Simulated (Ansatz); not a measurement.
Base system: Ba in the bcc (W type) structure (space group Im-3m, No. 229).

```
CELL_PARAMETERS angstrom
     -2.51000     2.51000     2.51000
      2.51000    -2.51000     2.51000
      2.51000     2.51000    -2.51000
ATOMIC_POSITIONS crystal
  Ba 0.00000 0.00000 0.00000
```

Level of theory: Ansatz (a quantum-chemistry and plane-wave program), PBE, PAW, cutoff 420 eV, scalar-relativistic without spin-orbit coupling.

For the base:

```
Quantity               Value
-------------------  -------
Lattice parameter a  5.020 Å
```

Perturbation: cell and atoms relaxed at a pressure of 0.3 GPa.

### Question
Estimate the effect on the lattice parameter a.

### Answer
The lattice parameter a decreases by 0.054 Å, from 5.020 Å to 4.966 Å.

Load acts through the strain it causes; cell and atoms are relaxed under it. Whether these cells are dynamically stable was not tested.
